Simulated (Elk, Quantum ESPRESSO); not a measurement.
An Elk input for a self-consistent single point of Ni3Si (Pm-3m, 4 atoms in the cell) (DFT, PBEsol, all-electron FP-LAPW, Elk's shipped species files, APW+lo basis with extra local orbitals):

```
tasks
  0

xctype
  22

rgkmax
  8.0

gmaxvr
  16.0

nxlo
  2

lorbcnd
  .true.

lmaxi
  3

stype
  0

swidth
  0.00999582

maxscl
  100

scale
  6.796772283

avec
    1.0000000000    0.0000000000    0.0000000000
    0.0000000000    1.0000000000    0.0000000000
    0.0000000000    0.0000000000    1.0000000000

sppath
  './'

atoms
  2
  'Si.in'
  1
  0.0000000000  0.0000000000  0.0000000000    0.0 0.0 0.0
  'Ni.in'
  3
  0.0000000000  0.5000000000  0.5000000000    0.0 0.0 0.0
  0.5000000000  0.0000000000  0.5000000000    0.0 0.0 0.0
  0.5000000000  0.5000000000  0.0000000000    0.0 0.0 0.0

ngridk
  7 7 7
```

Question: Give the Quantum ESPRESSO input for the same structure, mesh, smearing and functional.

Answer: One input that does it (others would too):

```fortran
&CONTROL
   calculation = 'scf'
   prefix = 'run'
   outdir = './tmp'
   pseudo_dir = './'
   tprnfor = .true.
   tstress = .true.
/
&SYSTEM
   ibrav = 1
   A = 3.596697000
   nat = 4
   ntyp = 2
   ecutwfc = 50
   ecutrho = 400
   occupations = 'smearing'
   smearing = 'gauss'
   degauss = 0.019992
/
&ELECTRONS
   conv_thr = 1.0d-10
/
ATOMIC_SPECIES
Si    28.0850  si_pbesol_v1.uspp.F.UPF
Ni    58.6934  ni_pbesol_v1.4.uspp.F.UPF
ATOMIC_POSITIONS {bohr}
Si    0.000000000    0.000000000    0.000000000
Ni    0.000000000    3.398386142    3.398386142
Ni    3.398386142    0.000000000    3.398386142
Ni    3.398386142    3.398386142    0.000000000
K_POINTS {automatic}
7 7 7  0 0 0
```

Basis settings and potentials, where a program has them, do not carry over. This input uses DFT, PBEsol, plane waves, GBRV 1.5 ultrasoft (PBESOL) pseudopotentials.

The starting cell has typed, rounded lattice constants, without a prior relaxation at this level. Its lattice was rescaled by a random factor within 2.5 % of one.
